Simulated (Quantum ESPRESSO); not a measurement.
Input and output of a self-consistent single point for LaMg (Pmma, 4 atoms in the cell) (Quantum ESPRESSO).

Method of the run: PBEsol, SSSP 1.1.2 efficiency (PBE) pseudopotentials (plane waves; Quantum ESPRESSO 7.5).

```
LaMg
1.0
    5.61547     0.00000     0.00000
    0.00000     3.80146     0.00000
    0.00000     0.00000     5.78901
La Mg
2 2
Cartesian
  4.21160   0.00000   4.59126
  1.40387   0.00000   1.19775
  1.40387   1.90073   4.01317
  4.21160   1.90073   1.77584
```

Reference input (self-consistent single point, DFT, LDA (PZ), plane waves, GBRV 1.5 ultrasoft (LDA) pseudopotentials): ecutwfc = 40 Ry; ecutrho = 200 Ry; occupations = smearing; smearing = gaussian; degauss = 0.0036749 Ry; potentials = {La: la_lda_v1.uspp.F.UPF, Mg: mg_lda_v1.4.uspp.F.UPF}; K_POINTS = automatic 5 8 5 0 0 0; conv_thr = 1e-10 Ry. This run's input differs from it in these lines:

```diff
@@ -15,4 +15,4 @@
   ntyp = 2
-  ecutwfc = 40
-  ecutrho = 200
+  ecutwfc = 50
+  ecutrho = 400
   occupations = 'smearing'
@@ -20,2 +20,3 @@
   degauss = 0.0036749
+  input_dft = 'pbesol'
 /
@@ -25,4 +26,4 @@
 ATOMIC_SPECIES
-La   138.9055  la_lda_v1.uspp.F.UPF
-Mg    24.3050  mg_lda_v1.4.uspp.F.UPF
+La   138.9055  La.GGA-PBE-paw-v1.0.UPF
+Mg    24.3050  Mg.pbe-n-kjpaw_psl.0.3.0.UPF
 ATOMIC_POSITIONS {crystal}
```

Log, with long lists cut:

```
     Self-consistent Calculation

     iteration #  1     ecut=    50.00 Ry     beta= 0.70

     Threshold (ethr) on eigenvalues was too large:
     Diagonalizing with lowered threshold

     total energy              =    -968.96590878 Ry
     estimated scf accuracy    <       0.04389606 Ry

     iteration #  2     ecut=    50.00 Ry     beta= 0.70

     total energy              =    -968.97974280 Ry
     estimated scf accuracy    <       0.04568896 Ry

     iteration #  3     ecut=    50.00 Ry     beta= 0.70

     total energy              =    -968.98543861 Ry
     estimated scf accuracy    <       0.00347558 Ry

   [... 17 blocks of this kind left out ...]

     iteration # 21     ecut=    50.00 Ry     beta= 0.70

     total energy              =    -968.98964115 Ry
     estimated scf accuracy    <          1.0E-09 Ry

     iteration # 22     ecut=    50.00 Ry     beta= 0.70
     End of self-consistent calculation

     the Fermi energy is     7.7888 ev

!    total energy              =    -968.98964115 Ry
     estimated scf accuracy    <          8.1E-11 Ry
     smearing contrib. (-TS)   =      -0.00046880 Ry
     internal energy E=F+TS    =    -968.98917234 Ry

     convergence has been achieved in  22 iterations

     Forces acting on atoms (cartesian axes, Ry/au):

     atom    1 type  1   force =     0.00000000    0.00000000   -0.00300441
     atom    2 type  1   force =     0.00000000    0.00000000    0.00300441
     atom    3 type  2   force =     0.00000000    0.00000000    0.00252454
     atom    4 type  2   force =     0.00000000    0.00000000   -0.00252454

     Total force =     0.005550     Total SCF correction =     0.000019

          total   stress  (Ry/bohr**3)                   (kbar)     P=      -14.17
  -0.00008917   0.00000000   0.00000000          -13.12        0.00        0.00
   0.00000000  -0.00010605   0.00000000            0.00      -15.60        0.00
   0.00000000   0.00000000  -0.00009384            0.00        0.00      -13.80

   JOB DONE.
```

The run converged in 22 iterations. Against the reference run the pressure goes from -2.77 to -1.42 GPa and the largest force hardly changes (0.075 to 0.077 eV/Å). The full log also holds: “c_bands:  3 eigenvalues not converged”. The full log also holds: “c_bands:  4 eigenvalues not converged”.

The starting cell comes from a database of computed structures (which also holds hypothetical and non-ambient phases and stackings), without a prior relaxation at this level.

Cost on one core of a shared machine: roughly 4 min.
